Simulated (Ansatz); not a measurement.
Take SnO₂ in the rutile structure (space group P4_2/mnm, No. 136; a = 4.828 Å, c = 3.238 Å) as the base.

Level of theory: PBE/PAW in Ansatz (a first-principles code), no spin-orbit coupling.

Perturbation: Si takes the place of Sn on all its sites; the structure is relaxed again.

Measured lattice parameter a: SnO2 4.73735 Å (room temperature; as listed in Zenji Hiroi, Progress in Solid State Chemistry (2015)); SiO2 4.179 Å (room temperature; as listed in Zenji Hiroi, Progress in Solid State Chemistry (2015)).

Problem. How well does PBE reproduce the measured shift?

Solution. With PBE the lattice parameter a moves by -0.591 Å (4.828 → 4.236) against -0.558 Å measured.

No phonon test of stability was made.
